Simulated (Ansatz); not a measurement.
Density of states of MgSe (Fm-3m) below the valence band maximum, PBEsol with spin-orbit coupling, rigid bands run with Ansatz (an electronic-structure program); cell volume 40.5 Å³.

```json
[
 {"energy from edge (eV)": "0.006", "10⁻³ states/eV/cell": "36.0"},
 {"energy from edge (eV)": "0.031", "10⁻³ states/eV/cell": "91.5"},
 {"energy from edge (eV)": "0.056", "10⁻³ states/eV/cell": "135"},
 {"energy from edge (eV)": "0.081", "10⁻³ states/eV/cell": "180"},
 {"energy from edge (eV)": "0.106", "10⁻³ states/eV/cell": "228"},
 {"energy from edge (eV)": "0.131", "10⁻³ states/eV/cell": "280"},
 {"energy from edge (eV)": "0.156", "10⁻³ states/eV/cell": "332"},
 {"energy from edge (eV)": "0.181", "10⁻³ states/eV/cell": "382"},
 {"energy from edge (eV)": "0.206", "10⁻³ states/eV/cell": "429"},
 {"energy from edge (eV)": "0.231", "10⁻³ states/eV/cell": "475"},
 {"energy from edge (eV)": "0.256", "10⁻³ states/eV/cell": "520"},
 {"energy from edge (eV)": "0.281", "10⁻³ states/eV/cell": "565"},
 {"energy from edge (eV)": "0.319", "10⁻³ states/eV/cell": "635"},
 {"energy from edge (eV)": "0.344", "10⁻³ states/eV/cell": "682"},
 {"energy from edge (eV)": "0.369", "10⁻³ states/eV/cell": "729"},
 {"energy from edge (eV)": "0.394", "10⁻³ states/eV/cell": "776"},
 {"energy from edge (eV)": "0.419", "10⁻³ states/eV/cell": "822"},
 {"energy from edge (eV)": "0.444", "10⁻³ states/eV/cell": "877"},
 {"energy from edge (eV)": "0.469", "10⁻³ states/eV/cell": "929"},
 {"energy from edge (eV)": "0.494", "10⁻³ states/eV/cell": "981"},
 {"energy from edge (eV)": "0.519", "10⁻³ states/eV/cell": "1040"},
 {"energy from edge (eV)": "0.544", "10⁻³ states/eV/cell": "1090"},
 {"energy from edge (eV)": "0.569", "10⁻³ states/eV/cell": "1160"},
 {"energy from edge (eV)": "0.594", "10⁻³ states/eV/cell": "1260"}
]
```

Task: What effective density of states at 300 K does this give (∫ g(E) exp(−E/k_BT) dE, both spins, divided by the cell's size)?

Result: 4.9e19 cm⁻³, a density-of-states mass of 1.57 mₑ, valleys and band degeneracy included.

Geometry: cell and atoms relaxed with PBEsol.
